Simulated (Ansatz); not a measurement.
Consider Nb in the bcc (W type) structure (space group Im-3m, No. 229; a = 3.303 Å).

Method: Kohn–Sham DFT with the r2SCAN functional, run in Ansatz (a first-principles code) with PAW and 500 eV plane waves, scalar-relativistic without spin-orbit coupling.

One change was made to it. Results:

The shortest interatomic distance decreases by 0.016 Å (2.860 Å → 2.844 Å); the density rises by 0.145 g/cm³ to 8.71 g/cm³.

Problem. Name the change that was made.
A. pressure −1 GPa
B. pressure 15 GPa
C. pressure 3 GPa
D. pressure 100 GPa
E. pressure 75 GPa

Solution. C, pressure 3 GPa. For comparison, the shortest interatomic distance in the other runs: pressure 15 GPa gives 2.790 Å; pressure −1 GPa gives 2.866 Å; pressure 100 GPa gives 2.565 Å; pressure 75 GPa gives 2.615 Å.

Load acts through the strain it causes; cell and atoms are relaxed under it. No phonon test of stability was made. Competing high-pressure phases were not computed. The final runs are not spin-polarised.
